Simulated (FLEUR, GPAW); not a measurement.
A GPAW input for a self-consistent single point of TlCuO₂ (P6_3/mmc, 8 atoms in the cell) (DFT PBEsol, plane waves, GPAW PAW datasets PBEsol (made by gpaw-setup)):

```python
from ase import Atoms
from ase.units import GPa
from gpaw import GPAW, PW

atoms = Atoms(['Tl', 'Tl', 'Cu', 'Cu', 'O', 'O', 'O', 'O'],
              cell=[[3.537030, 0.000000, 0.000000],
                    [-1.768515, 3.063158, 0.000000],
                    [0.000000, 0.000000, 11.771670]],
              scaled_positions=[[0.000000, 0.000000, 0.500000],
                                [0.000000, 0.000000, 0.000000],
                                [0.333333, 0.666667, 0.250000],
                                [0.666667, 0.333333, 0.750000],
                                [0.333333, 0.666667, 0.404330],
                                [0.666667, 0.333333, 0.595670],
                                [0.666667, 0.333333, 0.904330],
                                [0.333333, 0.666667, 0.095670]],
              pbc=True)

calc = GPAW(mode=PW(900),
            xc='PBEsol',
            kpts=(9, 9, 3),
            occupations={'name': 'methfessel-paxton', 'width': 0.05, 'order': 0},
            nbands=-14,
            convergence={'density': 1e-05},
            symmetry={'symmorphic': False, 'tolerance': 0.0005},
            maxiter=100,
            txt='-')

atoms.calc = calc

energy = atoms.get_potential_energy()
print('Energy (eV):', round(energy, 6))
forces = atoms.get_forces()
print('Forces (eV/Ang):')
print(forces.round(5))
stress = atoms.get_stress()
print('Stress (GPa, Voigt):', (stress / GPa).round(4))
```

Translate this input to FLEUR.

This is the input that was run; spellings and numerical settings could be chosen otherwise.

Input of the input generator:

```
scf TlCuO2
&input film=f /
6.6840181758 -0.0000000420 0.0000000000
-3.3420090515 5.7885295606 0.0000000000
0.0000000000 0.0000000000 22.2452323295
1.0
1.0 1.0 1.0

8
81 0.0000000000 0.0000000000 0.5000000000
81 0.0000000000 0.0000000000 0.0000000000
29 0.3333333333 0.6666666667 0.2500000000
29 0.6666666667 0.3333333333 0.7500000000
8 0.3333333333 0.6666666667 0.4043300000
8 0.6666666667 0.3333333333 0.5956700000
8 0.6666666667 0.3333333333 0.9043300000
8 0.3333333333 0.6666666667 0.0956700000

&comp jspins=1 /
&exco xctyp='PBEs' /
&kpt div1=9 div2=9 div3=3 /
&end /
```

```xml
<?xml version="1.0" encoding="UTF-8" standalone="no"?>
<fleurInput fleurInputVersion="0.39">
   <comment>
      scf TlCuO2                                                                                          
   </comment>
   <calculationSetup>
      <cutoffs Kmax="4.7" Gmax="18.8" GmaxXC="18.8" numbands="0"/>
      <scfLoop itmax="60" minDistance="0.00001" maxIterBroyd="40" imix="Anderson" alpha="0.05" precondParam="0.0" spinf="2.0"/>
      <coreElectrons ctail="T" frcor="F" kcrel="0" coretail_lmax="0"/>
      <xcFunctional name="PBEs" relativisticCorrections="F"/>
      <magnetism jspins="1"/>
      <soc l_soc="F" theta="0.0" phi="0.0" spav="F"/>
      <expertModes spex="0" secvar="F"/>
      <geometryOptimization l_f="T" forcealpha="1.0" forcemix="BFGS" epsdisp="0.00001" epsforce="0.00001"/>
      <ldaU l_linMix="F" mixParam="0.05" spinf="1.0"/>
   </calculationSetup>
   <cell>
      <bzIntegration valenceElectrons="72.0" mode="gauss" fermiSmearingEnergy="0.00183747">
         <kPointListSelection listName="default-1"/>
         <!-- k-points included here -->
         <xi:include xmlns:xi="http://www.w3.org/2001/XInclude" href="kpts.xml"> </xi:include>
      </bzIntegration>
      <!-- symmetry operations included here -->
      <xi:include xmlns:xi="http://www.w3.org/2001/XInclude" href="sym.xml"> </xi:include>
      <bulkLattice scale="1.0">
         <bravaisMatrix>
            <row-1>    6.6840181758000003    -0.0000000420000000     0.0000000000000000</row-1>
            <row-2>   -3.3420090514999998     5.7885295605999998     0.0000000000000000</row-2>
            <row-3>    0.0000000000000000     0.0000000000000000    22.2452323294999985</row-3>
         </bravaisMatrix>
      </bulkLattice>
   </cell>
   <atomSpecies>
      <species name="Thallium (Tl)" element="Tl" atomicNumber="81">
         <mtSphere radius="2.68" gridPoints="925" logIncrement="0.015"/>
         <atomicCutoffs lmax="10" lnonsphr="8"/>
         <electronConfig flipSpins="F">
            <coreConfig>(1s1/2) (2s1/2) (2p1/2) (2p3/2) (3s1/2) (3p1/2) (3p3/2) (4s1/2) (3d3/2) (3d5/2) (4p1/2) (4p3/2) (5s1/2) (4d3/2) (4d5/2) (4f5/2) (4f7/2) (5p1/2) (5p3/2)</coreConfig>
            <valenceConfig>(6s1/2) (5d3/2) (5d5/2) (6p1/2) (6p3/2)</valenceConfig>
            <stateOccupation state="(6p1/2)" spinUp="0.1666666666667" spinDown="0.1666666666667"/>
            <stateOccupation state="(6p3/2)" spinUp="0.3333333333333" spinDown="0.3333333333333"/>
         </electronConfig>
         <energyParameters s="6" p="6" d="6" f="5"/>
         <lo type="SCLO" l="2" n="5" eDeriv="0"/>
      </species>
      <species name="Copper (Cu)" element="Cu" atomicNumber="29">
         <mtSphere radius="2.05" gridPoints="707" logIncrement="0.017"/>
         <atomicCutoffs lmax="8" lnonsphr="6"/>
         <electronConfig flipSpins="F">
            <coreConfig>(1s1/2) (2s1/2) (2p1/2) (2p3/2) (3s1/2) (3p1/2) (3p3/2)</coreConfig>
            <valenceConfig>(4s1/2) (3d3/2) (3d5/2)</valenceConfig>
            <stateOccupation state="(4s1/2)" spinUp="0.5" spinDown="0.5"/>
         </electronConfig>
         <energyParameters s="4" p="4" d="3" f="4"/>
         <lo type="HELO" l="2" n="4" eDeriv="0"/>
      </species>
      <species name="Oxygen (O)" element="O" atomicNumber="8">
         <mtSphere radius="1.16" gridPoints="401" logIncrement="0.026"/>
         <atomicCutoffs lmax="6" lnonsphr="4"/>
         <electronConfig flipSpins="F">
            <coreConfig>(1s1/2)</coreConfig>
            <valenceConfig>(2s1/2) (2p1/2) (2p3/2)</valenceConfig>
            <stateOccupation state="(2p1/2)" spinUp="0.6666666666667" spinDown="0.6666666666667"/>
            <stateOccupation state="(2p3/2)" spinUp="1.3333333333333" spinDown="1.3333333333333"/>
         </electronConfig>
         <energyParameters s="2" p="2" d="3" f="4"/>
      </species>
   </atomSpecies>
   <atomGroups>
      <atomGroup species="Thallium (Tl)">
         <relPos label="                   1">.0000000000 .0000000000 1.000/2.000</relPos>
         <relPos label="                   2">.0000000000 .0000000000 .0000000000</relPos>
         <force calculate="T" relaxXYZ="TTT"/>
      </atomGroup>
      <atomGroup species="Copper (Cu)">
         <relPos label="                   3">1.000/3.000 -1.000/3.000 1.000/4.000</relPos>
         <relPos label="                   4">-1.000/3.000 1.000/3.000 -1.000/4.000</relPos>
         <force calculate="T" relaxXYZ="TTT"/>
      </atomGroup>
      <atomGroup species="Oxygen (O)">
         <relPos label="                   5">1.000/3.000 -1.000/3.000 .4043300000</relPos>
         <relPos label="                   6">-1.000/3.000 1.000/3.000 -.4043300000</relPos>
         <relPos label="                   7">-1.000/3.000 1.000/3.000 -.0956700000</relPos>
         <relPos label="                   8">1.000/3.000 -1.000/3.000 .0956700000</relPos>
         <force calculate="T" relaxXYZ="TTT"/>
      </atomGroup>
   </atomGroups>
   <output dos="F" band="F" slice="F">
      <checks vchk="F" cdinf="F"/>
      <bandDOS minEnergy="-.5*Htr" maxEnergy="0.5*Htr" sigma="0.015" storeEVData="T"/>
      <vacuumDOS vacdos="F" integ="F" star="F" nstars="0" locx1="0.0" locy1="0.0" locx2="0.0" locy2="0.0" nstm="0" tworkf="0.0"/>
      <unfoldingBand unfoldBand="F" supercellX="1" supercellY="1" supercellZ="1"/>
      <plotting iplot="0" polar="F">
         <plot TwoD="T" vec1="  1.0  0.0  0.0" vec2="  0.0  1.0  0.0" vec3="  0.0  0.0  1.0" zero="  0.0  0.0  0.0" file="plot"/>
      </plotting>
      <chargeDensitySlicing numkpt="0" minEigenval="0.0" maxEigenval="0.0" nnne="0" pallst="F"/>
      <specialOutput eonly="F"/>
      <magneticCircularDichroism mcd="F" energyLo="-10.0" energyUp="0.0"/>
   </output>
  <!-- We include the file relax.xml here to enable relaxations (see documentation) -->
  <xi:include xmlns:xi="http://www.w3.org/2001/XInclude" href="relax.xml"> <xi:fallback/> </xi:include>
</fleurInput>
```

Basis settings and potentials, where a program has them, do not carry over. This input uses DFT, PBEsol, all-electron FLAPW (FLEUR), scalar-relativistic valence.

The starting cell comes from a database of computed structures (which also holds hypothetical and non-ambient phases and stackings), without a prior relaxation at this level.
